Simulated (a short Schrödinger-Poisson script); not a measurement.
Structure: MOS inversion layer, SiO2 on p-type Si(111), at 300 K.

From the gate side: 3 nm SiO2; 300 nm Si, acceptors 2.1e18 cm⁻³.

Constants are typed, rounded textbook-type inputs, not results; the design itself was drawn at random and stands for no fabricated device. SiO2: permittivity 3.9, conduction-band edge (eV) 3.15, gap (eV) 9, electron mass (mₑ) 0.5. Si: permittivity 11.7, conduction-band edge (eV) 0, gap (eV) 1.124, Nv at 300 K (cm⁻³) 3.1e19.

Channel valleys (confinement mass, in-plane density-of-states mass, number): Δ6 0.258, 0.358, 6. At the gate the conduction-band edge of layer 1 lies 3.38 eV − eVg above the Fermi level of the channel; the field vanishes at the back. Gaps are held at their typed values at every temperature. Mesh 0.03 nm at interfaces.

From a short Schrödinger-Poisson script (our own, NumPy): 1D Poisson equation in equilibrium, electrons quantum, Hartree (BenDaniel-Duke, 12 states a valley, the channel's in-plane mass for all, wave functions free to enter the dielectric), parabolic valleys, classical holes, full ionisation, no traps, pinning or gate leakage.

```csv
Vg (V),electrons (cm⁻²),C (μF/cm²),Δ6 E0 (meV from the Fermi level)
0.9,1.58e9,0.313,248.1
1,2.08e10,0.358,181.5
1.1,1.66e11,0.593,127.6
1.2,5.35e11,0.797,97.2
1.3,1.03e12,0.887,80.0
1.4,1.58e12,0.931,68.6
1.5,2.16e12,0.957,60.2
1.6,2.75e12,0.974,53.6
1.7,3.36e12,0.986,48.1
1.8,3.97e12,0.995,43.4
1.9,4.60e12,1.00,39.3
2,5.22e12,1.01,35.6
2.1,5.85e12,1.01,32.3
2.2,6.49e12,1.02,29.3
2.3,7.13e12,1.02,26.5
2.4,7.77e12,1.03,23.9
```

Gate voltages with under 1e9 electrons/cm² are left out.

Problem. At Vg = 2.4 V the lowest Δ6 subband lies at 23.9 meV from the Fermi level. How many electrons does it hold, and what share of all?

Solution. The two-dimensional density of states is g m/(πħ²) = 8.97e11 cm⁻² meV⁻¹ (both spins), kT = 25.9 meV, so n = D kT ln(1 + exp(−E/kT)) = 7.76e12 cm⁻², 1.00 of the 7.77e12 cm⁻² in all.

Problem. Compare the slope of the sheet density between 2.2 and 2.4 V with the geometric capacitance of the layers between gate and channel.

Solution. q Δn/ΔV = 1.03 μF/cm²; ε0/Σ(t/ε) = 1.15 μF/cm². The ratio is 0.89: the channel acts as a further capacitance in series.
